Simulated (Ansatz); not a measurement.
## What biaxial strain −1.49 %, plane normal [001], relaxed out of plane does to Mn3ZnN

Take Mn$_{3}$ZnN in the anti-perovskite structure (space group Pm-3m, No. 221; a = 3.726 Å; ferromagnetic) as the base. Axes: x, y, z lie along the cube axes.

The change: biaxial strain −1.49 %, plane normal [001], relaxed out of plane (Cartesian); in-plane vectors clamped, the third vector and the atoms free.

Method: PBEsol in Ansatz (plane waves to 420 eV, PAW, spin-orbit coupling left out). Settings: 13×13×13 k-points, 0.05 eV Fermi–Dirac smearing.

```csv
quantity,base,changed,shift
volume per atom,10.35 Å³,10.12 Å³,-0.23 Å³
space group,Pm-3m (No. 221),P4/mmm (No. 123),–
shortest interatomic distance,1.863 Å,1.835 Å,-0.028 Å
energy relative to the base (free energy F),0 meV/atom,+8.3 meV/atom,+8.3 meV/atom
band gap,zero,zero,–
magnetic state,ferromagnetic,ferromagnetic,–
out-of-plane strain (rough),–,+0.76 %,–
mean in-plane stress (compression positive) (rough),–,+9.0 GPa,–
```

Other magnetic orders, which the real material may have, were not ruled out. Without a gap, meshes like the base's 13×13×13 leave anisotropic stresses uncertain by several tenths of a GPa, and small strain energies with them. No phonon test of stability was made.

Ansatz is a program for electronic structure.
